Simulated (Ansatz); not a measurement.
A constructed model of the (0001) surface of hcp Mg, a layer of Mn in place of the second plane (bottom of the slab: a bare face, its two planes held)

Level of theory: PBE (plane waves to 420 eV, PAW; Ansatz, an electronic-structure program).

Model: 6-atom slab, 12.9 Å thick at the start, 13x13x1 mesh, Fermi-Dirac 0.1 eV, dipole correction, 2 atoms held, the rest relaxed; held to the start's symmetry, so lower structures may exist; spin-polarised, ending with about 3.7 μB a cell; orders that need a larger cell were not tried, no spin-orbit, no U. It is one candidate, not shown to be the stable structure of the face.

| Property | Value |
|---|---|
| work function of the top face | 3.62 eV |
| energy released by relaxation | 0.19 eV |
| magnetic moment of the cell | 3.73 μB |
| cost | roughly 5 core-minutes |
